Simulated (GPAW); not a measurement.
**What a tighter setting buys: h, NaMnSe2 (P3m1, 4 atoms in the cell)**

```yaml
crystal:
  lattice:
    - [4.02576, 0.00000, 0.00000]
    - [-2.01288, 3.48641, 0.00000]
    - [0.00000, 0.00000, 7.23414]
  atoms:
    - { symbol: Na, position: [0.00000, 0.00000, 0.77288] }
    - { symbol: Mn, position: [0.33333, 0.66667, 0.33438], spin: 4.0 }
    - { symbol: Se, position: [0.33333, 0.66667, 0.01712] }
    - { symbol: Se, position: [0.66667, 0.33333, 0.47652] }
```
(The spins are starting values, not results.)

Method of the run: PBEsol, LCAO dzp, GPAW PAW datasets PBEsol (made by gpaw-setup) in GPAW.

Base settings: spinpol = true; mode = lcao; h = 0.18 Å; basis = dzp; xc = PBEsol; kpts = 7 7 3; mesh shift (steps) = 0 0 0; occupations.name = methfessel-paxton; occupations.width = 0.05 eV; occupations.order = 0.

Misses are taken against the tightest run, 0.18 Å, which need not be fully converged itself. The energy is the free energy per atom.

Core times come from one kind of shared machine and are given to one figure; runs under 30 s give none.

The starting cell comes from a database of computed structures (which also holds hypothetical and non-ambient phases and stackings), without a prior relaxation at this level. With one magnetic atom in the cell only a parallel order is possible. Values carry the incompleteness of an atom-centred basis.

```csv
h,energy less reference (meV/atom),largest difference in the force on any atom (eV/Å),core time / reference (rough)
0.255 Å,229.83,0.097,0.2
0.232 Å,44.14,0.069,0.4
0.215 Å,44.14,0.069,0.4
0.201 Å,37.68,0.035,0.4
0.18 Å,0.00,0.000,1
```

The last two settings still differ by 38 meV/atom, so the table cannot show that the reference is converged.

The step from 0.255 Å to 0.232 Å: it takes the miss in the energy from 230 to 44 meV/atom, for roughly 3 times the time.

Left out of this page: 1 run of the series unsound by tests on forces, stress, charge or solver warnings.
